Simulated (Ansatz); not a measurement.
**Ga (space group Cmce, No. 64)**

```
Ga
1.0
    2.28730    -3.86995     0.00000
    2.28730     3.86995     0.00000
    0.00000     0.00000     4.58772
Ga
4
Direct
  0.15632   0.84368   0.91773
  0.84368   0.15632   0.08227
  0.34368   0.65632   0.41773
  0.65632   0.34368   0.58227
```

Calculations: PBE/PAW in Ansatz (a first-principles code), no SOC. Γ-centred 12×12×10 mesh, Fermi–Dirac width 0.05 eV.

```json
{
 "volume_per_atom": "20.30 Å³",
 "density": "5.70 g/cm³",
 "band_gap": "zero",
 "total_energy": "-3783.021 eV/atom (σ→0; compares only within this code and set-up)"
}
```

Stability against distortions was not tested.
